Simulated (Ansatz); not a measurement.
## Lu: stress against strain

Lu (hcp, P6_3/mmc, 29.181 Å³/atom at rest, c along z) under a strain ε along c (axis z), the other axes held. PBE in Ansatz, a plane-wave DFT program (PAW, default set), 420 eV, 19×19×11 Γ-centred mesh, Fermi-Dirac smearing 0.10 eV; ions are relaxed within the symmetry of each cell. Stress is positive for a compressed cell.

Here s stands for strain and y for stress zz.

| strain (%) | stress zz (GPa) |
|---|---|
| -3.00 | ? |
| -1.50 | 1.43 |
| -1.00 | 0.94 |
| -0.50 | 0.46 |
| 0.00 | 0.00 |
| 0.50 | -0.44 |
| 1.00 | -0.88 |
| 1.50 | -1.29 |

Fit y of the 7 rows that show it with a straight line. Means: s 0, y 0.031. About the means, the sum of products is -6.3500 and the sum of squares of s is 7.0000; the slope is their ratio. Least squares gives y = 0.031 - 0.9071·s. Residuals (row less fit): 0.038, 0.002, -0.025, -0.031, -0.017, -0.004, 0.040; standard error 0.031 (degrees of freedom: 5). The slope gives the elastic constant C33 = 91 ± 1.2 GPa.

Question: Estimate the missing y (s = -3.00); what did the run itself give?

Answer: y = 0.031 - 0.9071 × (-3.0) = 2.752 GPa. The calculation gives 2.99 GPa, 0.238 GPa above the prediction (5.6 % of the range of y in the table). The row lies outside the fitted rows, so this is an extrapolation. From the scatter of the fitted rows alone, a prediction at this place has a standard error of 0.049 GPa, so the miss is 4.9 times that.

One order more, fitted to all 13 runs of the series, follows each within 0.01, so the miss is the next term of a smooth law. In a metal these values are sensitive to mesh and smearing; energies are taken to zero smearing, stresses follow the free energy. Rows are the converged runs of the series near zero and its far end; series whose fitted rows scatter by over a few per cent of the range, as at a crossing or softening among them, aren't shown in this form. Most that stay on the fit to the last digits aren't either.
